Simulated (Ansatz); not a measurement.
**Al2O3: pressure series**

Take Al2O3 in the corundum structure (space group R-3c, No. 167) as the base.

```
Al2O3
1.0
    2.36460     1.36520     4.29721
   -2.36460     1.36520     4.29721
    0.00000    -2.73040     4.29721
Al O
4 6
Direct
  0.64798   0.64798   0.64798
  0.14798   0.14798   0.14798
  0.35202   0.35202   0.35202
  0.85202   0.85202   0.85202
  0.75000   0.44414   0.05586
  0.05586   0.75000   0.44414
  0.25000   0.55586   0.94414
  0.55586   0.94414   0.25000
  0.94414   0.25000   0.55586
  0.44414   0.05586   0.75000
```

Cell and atoms are relaxed at each pressure.

Computed with LDA (Ansatz, a program for electronic structure; PAW; 420 eV plane waves; no spin-orbit coupling).

```tsv
change	band gap	lattice parameter a
base	6.43 eV	4.729 Å
pressure −2 GPa	6.33 eV	4.741 Å
pressure −1 GPa	6.38 eV	4.735 Å
pressure 0.9 GPa	6.47 eV	4.724 Å
pressure 2.1 GPa	6.53 eV	4.717 Å
pressure 4.5 GPa	6.64 eV	4.704 Å
pressure 9 GPa	6.84 eV	4.680 Å
pressure 15 GPa	7.09 eV	4.650 Å
pressure 22.5 GPa	7.38 eV	4.616 Å
pressure 30 GPa	…	…
```

Q: Complete the table.

A: 
- pressure 30 GPa, band gap: 7.64 eV
- pressure 30 GPa, lattice parameter a: 4.585 Å

Load acts through the strain it causes; cell and atoms are relaxed under it. No phonon test of stability was made. No other phases were tried under pressure.
